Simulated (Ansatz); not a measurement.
This Ansatz (an electronic-structure program) input is the reference run, SnO2 in the rutile structure (space group P4_2/mnm, No. 136), computed with Ansatz, PBEsol, PAW, cutoff 420 eV, no spin-orbit coupling:

Ansatz 0.2 input:
```yaml
crystal:
  lattice:
    - [4.7691766365, 0, 0]
    - [0, 4.7691766365, 0]
    - [0, 0, 3.2120037955]
  atoms:
    - { symbol: Sn, position: [0, 0, 0] }
    - { symbol: Sn, position: [0.5, 0.5, 0.5] }
    - { symbol: O, position: [0.3062729855, 0.3062729855, 0] }
    - { symbol: O, position: [0.8062729855, 0.1937270145, 0.5] }
    - { symbol: O, position: [0.1937270145, 0.8062729855, 0.5] }
    - { symbol: O, position: [0.6937270145, 0.6937270145, 0] }
basis: { ecutwfc: 420, ecutrho_ratio: 4, xc_grid: 2, fft_grid_basis: typed }
kpoints: { mp_grid: { grid: [7, 7, 10] } }
hamiltonian:
  xc: pbesol
  dispersion: none
  pseudopotentials: { kind: paw }
scf: { occupations: { method: fermi_dirac, width: 0.05 }, convergence: { dr2_threshold: 0.0000000006 } }
output: { forces: true, stress: true }
checkpoint: { write: state.ck, write_every: 1000 }
```

Problem. Write the input for this change: tensor shear ε_xz = +1.33 % (engineering shear γ = 0.0266), atoms relaxed at fixed cell.

Solution. 
Ansatz 0.2 input:
```yaml
crystal:
  lattice:
    - [4.7691766365, 0, 0.0634300493]
    - [0, 4.7691766365, 0]
    - [0.0427196505, 0, 3.2120037955]
  atoms:
    - { symbol: Sn, position: [0, 0, 0] }
    - { symbol: Sn, position: [0.5, 0.5, 0.5] }
    - { symbol: O, position: [0.3062729855, 0.3062729855, 0] }
    - { symbol: O, position: [0.8062729855, 0.1937270145, 0.5] }
    - { symbol: O, position: [0.1937270145, 0.8062729855, 0.5] }
    - { symbol: O, position: [0.6937270145, 0.6937270145, 0] }
basis: { ecutwfc: 420, ecutrho_ratio: 4, xc_grid: 2, fft_grid_basis: typed }
kpoints: { mp_grid: { grid: [7, 7, 10] } }
hamiltonian:
  xc: pbesol
  dispersion: none
  pseudopotentials: { kind: paw }
scf: { occupations: { method: fermi_dirac, width: 0.05 }, convergence: { dr2_threshold: 0.0000000006 } }
relax: { f_tol: 0.005, max_steps: 50 }
output: { forces: true, stress: true }
checkpoint: { write: state.ck, write_every: 1000 }
```
This is the input that was run.

The cells carry an imposed strain or load. Stability against distortions was not tested.
